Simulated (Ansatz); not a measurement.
Ansatz (a quantum-chemistry and plane-wave program) run on Li₂HfO₃ (C2/m, 6 atoms in the cell): zone-centre phonon calculation.

Method: LDA (PW92), default PAW files made with PBE (plane waves; Ansatz).

```
CELL_PARAMETERS angstrom
      4.80618    -2.09009     0.00000
      4.80618     2.09009     0.00000
     -0.06897     0.00000     3.19758
ATOMIC_POSITIONS crystal
  Li 0.65669 0.65669 0.50719
  Li 0.34331 0.34331 0.49281
  Hf 0.00000 0.00000 0.00000
  O  0.85976 0.85976 0.49067
  O  0.14024 0.14024 0.50933
  O  0.50000 0.50000 0.00000
```

Reference input (self-consistent single point, DFT, LDA (PW92), plane waves, default PAW files made with PBE): basis.ecutwfc = 420 eV; kpoints.mp_grid.grid = 7 7 8; hamiltonian.xc = lda; hamiltonian.pseudopotentials = {kind: paw} (the program's default PAW files); scf.occupations.method = fermi_dirac; scf.occupations.width = 0.02 eV. This run's input differs from it in these lines:

Ansatz 0.2 input:
```diff
@@ -21,7 +21,7 @@
 scf:
-  occupations: { method: fermi_dirac, width: 0.02 }
-output:
-  forces: true
-  eigenvalues: true
-  stress: true
+  occupations: { method: fixed }
+phonons:
+  method: dfpt
+  dielectric: true
+  rigid_motions: translations
```

Log, with long lists cut:

```
SCF iter   1: F=—  HF=-17555.618961 eV  |F-HF|=—  |Δ(HF+E_count)|=         —  Δρ=1.84e-2  dr2=2.10e-1  ethr=1.77e-3  ⟨swp⟩=3.8  Hψ=19030  notcnv=0  defer=492
all-band conjugate gradients solve this SCF's bands
preconditioner: auto → Resta (q_TF=auto, 2.617 Å⁻¹)
SCF iter   2: F=—  HF=-17555.561422 eV  |F-HF|=—  |Δ(HF+E_count)|=   5.75e-2  Δρ=5.51e-3  dr2=6.49e-3  ethr=4.19e-4  ⟨swp⟩=2.0  Hψ=9972  notcnv=0  defer=755
   [... lines left out ...]
SCF iter   8: F=—  HF=-17555.557094 eV  |F-HF|=—  |Δ(HF+E_count)|=   1.39e-7  Δρ=1.05e-5  dr2=7.34e-8  ethr=1.62e-9  ⟨swp⟩=2.0  Hψ=9470  notcnv=0  defer=351
SCF iter   9: F=—  HF=-17555.557094 eV  |F-HF|=—  |Δ(HF+E_count)|=   6.14e-9  Δρ=1.72e-6  dr2=2.71e-9  ethr=1.47e-10  ⟨swp⟩=2.0  Hψ=9017  notcnv=0  defer=351
SCF iter  10: F=—  HF=-17555.557094 eV  |F-HF|=—  |Δ(HF+E_count)|=   1.27e-9  Δρ=6.13e-7  dr2=3.40e-10  ethr=5.42e-12  ⟨swp⟩=2.3  Hψ=9678  notcnv=0  defer=351
SCF iter  11: F=-17555.557094 eV  HF=-17555.557094 eV  |F-HF|=3.64e-12  |Δ(HF+E_count)|=  1.06e-10  Δρ=1.06e-7  dr2=6.24e-12  ethr=1.00e-12  ⟨swp⟩=12.1  Hψ=35394  notcnv=0
SCF 1 converged in 11 iterations: F = -17555.557094 eV  dr2 = 6.24e-12
DFPT response loops at Γ: preconditioner auto → none (the input reference at scf.mixing.eps_inf says where Resta's filter doesn't serve); β = 0.50 …
── the response to a field inside a basis, on 8×8×8 k-points: an SCF that follows is theirs, and a resumed run solves both again ──
Crystal: 6 atoms, lattice volume = 64.242 Å³
Bands: 26, of which v1, the nominal top of the filled ones, is band 25 counted from 1 (24 counted from 0)
k-points: 144 of 512
Initial density: handed on by an earlier stage of this run
Initial wavefunctions: pseudopotential atomic-orbital guess (no wavefunctions were taken with the density)
Eigensolver: Dense (144 Hₖ)
   [... lines left out ...]
Free energy (F): -17555.557094 eV
Fermi energy:    7.820847 eV
   [... lines left out ...]
        200.66      1            22.0242
        236.39      1             0.0000
        245.22      1             2.9420
   [... 12 lines left out ...]
  optical modes at Γ + LO–TO along q̂ = [0.0000, 0.0000, 1.0000]:
      ω (cm⁻¹)  modes    IR ((D/Å)²/amu)
        214.92      1            24.3901
        236.39      1             0.0000
        238.97      1             0.0594
   [... 12 lines left out ...]
```

The run converged in 16 iterations. 

Summary of the result:
```
Item                                                                                                                                                                   Value
----------------------------------------------------------------------------------------  ----------------------------------------------------------------------------------
Free energy E − TS (on the zero of these files)                                                                                                               -17555.5571 eV
Top of the valence band (on the code's own zero)                                                                                                                     7.82 eV
Gap on the k-point mesh                                                                                                                                              3.94 eV
Zone-centre frequencies (cm⁻¹; negative means imaginary)                                  0, 0, 0, 201, 215, 236, 245, 259, 305, 306, 356, 374, 411, 424, 435, 449, 519, 619
ε∞ at this k-point mesh, which may be far from converged in small-gap cells (xx, yy, zz)                                                                    3.18, 3.97, 4.30
Born charges at this mesh (mean of the diagonal, e)                                                                     Li 1.03, Li 1.03, Hf 5.04, O -2.34, O -2.34, O -2.42
```

The starting cell comes from a database of computed structures (which also holds hypothetical and non-ambient phases and stackings), without a prior relaxation at this level. Its lattice was rescaled by up to half a per cent. Spin-orbit coupling is off. The frequencies listed for the zone centre hold no LO-TO term.

Cost on one core of a shared machine: roughly 9 min.
